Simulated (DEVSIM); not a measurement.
Device: Pd/Si3N4/n-Ge capacitor, at 300 K.

Layer 1 from the left is Si3N4, thickness (nm) 2.80. Layer 2 from the left is Ge, thickness (nm) 9300, Nd (cm⁻³) 4.1e15.

Metal gate on the left, work function 5.2 eV. Fixed charge at the semiconductor interface 9e11 cm⁻² (in units of +e); no interface traps.

This is a model device: material constants are rounded textbook-type values typed into the input, and sizes, dopings and lifetimes were drawn at random. Values at 300 K.

Si3N4: gap (eV) 5.1, affinity (eV) 2.1, permittivity 7.5. Ge: gap (eV) 0.664, affinity (eV) 4, permittivity 16, Nc (cm⁻³) 1.04e19, Nv (cm⁻³) 6e18.

Estimate by hand the flat-band voltage, the threshold voltage, and compare with a numerical solution.


- Flat-band voltage: C = 2.37 μF/cm², work-function difference 0.997 V; VFB = φms − qNf/C = 0.94 V; numerical 0.94 V.
- Threshold voltage: φF = 0.136 V, depletion charge √(4εqNφF) = 2.25e-8 C/cm²; VT = VFB − 2φF − Qd/C = 0.65 V; numerical 0.65 V.

Simulated with DEVSIM: 1D Poisson equation in equilibrium, Boltzmann statistics, complete ionisation; no quantum confinement or tunnelling. Metal contacts follow the ideal Schottky-Mott rule: no Fermi-level pinning, no interface dipoles.
